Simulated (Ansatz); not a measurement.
## Fermi-surface data of Hf (P6_3/mmc)

```yaml
crystal:
  lattice:
    - [3.15179, 0.00000, 0.00000]
    - [-1.57589, 2.72953, 0.00000]
    - [0.00000, 0.00000, 5.03799]
  atoms:
    - { symbol: Hf, position: [0.33333, 0.66667, 0.25000] }
    - { symbol: Hf, position: [0.66667, 0.33333, 0.75000] }
```

These are PBEsol, rigid bands (plane waves, PAW, scalar-relativistic; Ansatz, a quantum-chemistry and plane-wave program) values and carry that method's errors. Condition of this run: uniaxial stress zz = -1 GPa (compression positive) (the target of the relaxation). How the cell was made: cell and atoms relaxed with PBEsol, then loaded as said.

```json
{
 "density of states at the Fermi level": "1.40 states/(eV·cell), both spins",
 "bare Sommerfeld coefficient": "1.65 mJ/(mol of atoms·K²)",
 "drude_plasma_energy": "4.1 (x), 4.1 (y), 4.4 (z) eV",
 "root-mean-square Fermi velocity": "4.6e5 m/s",
 "resistivity times τ": "29 (x), 29 (y), 25 (z) ×10⁻²² Ω·m·s"
}
```

A metal at this level (no band gap); rigid bands, thermally averaged at 300 K, both spins. Spin-orbit coupling is left out, which matters with elements this heavy. τ is one relaxation time for all states.
